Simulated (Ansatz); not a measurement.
Seebeck coefficient (μV/K, mean over directions) of n-type AlN (P6_3mc) against carrier density, r2SCAN with spin-orbit coupling, rigid bands run with Ansatz (an electronic-structure program). Computed gap 4.82 eV; densities at which minority carriers matter at this gap, or further valleys turn the trend, are left out. Conductivity mass 0.31 mₑ (harmonic mean over directions), N_c = 4.4e18 cm⁻³ at 300 K.

```json
[
 {"electron density": "1e16 cm⁻³", "300 K": "-737", "500 K": "___"},
 {"electron density": "1e17 cm⁻³", "300 K": "-539", "500 K": "-606"},
 {"electron density": "1e18 cm⁻³", "300 K": "-342", "500 K": "-408"},
 {"electron density": "3e18 cm⁻³", "300 K": "___", "500 K": "-315"},
 {"electron density": "1e19 cm⁻³", "300 K": "-159", "500 K": "-217"},
 {"electron density": "3e19 cm⁻³", "300 K": "-91", "500 K": "-138"},
 {"electron density": "1e20 cm⁻³", "300 K": "-44", "500 K": "-72"},
 {"electron density": "3e20 cm⁻³", "300 K": "___", "500 K": "-37"}
]
```

### Question
Complete the blanks.

### Answer

- 1e16 cm⁻³, 500 K: -804
- 3e18 cm⁻³, 300 K: -251
- 3e20 cm⁻³, 300 K: -22

Rigid bands with a gap fixed in temperature, one relaxation time for all states, no polarons or phonon drag, and whether or not such doping can be reached. Geometry: cell and atoms relaxed with PBEsol.
